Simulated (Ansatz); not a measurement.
Take BAs (space group P6_422, No. 181; a = 3.459 Å, c = 7.482 Å; a hypothetical phase, not in the database extracts checked) as the base.

(Cell as relaxed with PBE.)

Levels (all Ansatz, an electronic-structure program, PAW): PBE (420 eV, no spin-orbit coupling); PBEsol (420 eV, no spin-orbit coupling).

Each level relaxes its own structure.

| base | PBE | PBEsol |
|---|---|---|
| volume per atom | 12.92 Å³ | 12.56 Å³ |
| lattice parameter a | 3.459 Å | 3.429 Å |
| band gap | 0.48 eV | 0.31 eV |

Now apply this change: a hydrostatic pressure of 7.5 GPa.

| quantity | PBE | PBEsol |
|---|---|---|
| mean gap deformation potential ΔEg/Δln V | +2.9 eV | ? |
| gap character | indirect, Γ → M | ? |

### Question
What does PBEsol give?

### Answer

- mean gap deformation potential ΔEg/Δln V, PBEsol: +2.9 eV
- gap character, PBEsol: indirect, Γ → M

The two agree on the mean gap deformation potential ΔEg/Δln V and gap character. Neither level is exact; PBEsol is the comparison here, not a measurement.

Load acts through the strain it causes; cell and atoms are relaxed under it. Whether these cells are dynamically stable was not tested. No other phases were tried under pressure. The base started in P3_121 and relaxed to P6_422 at this level.
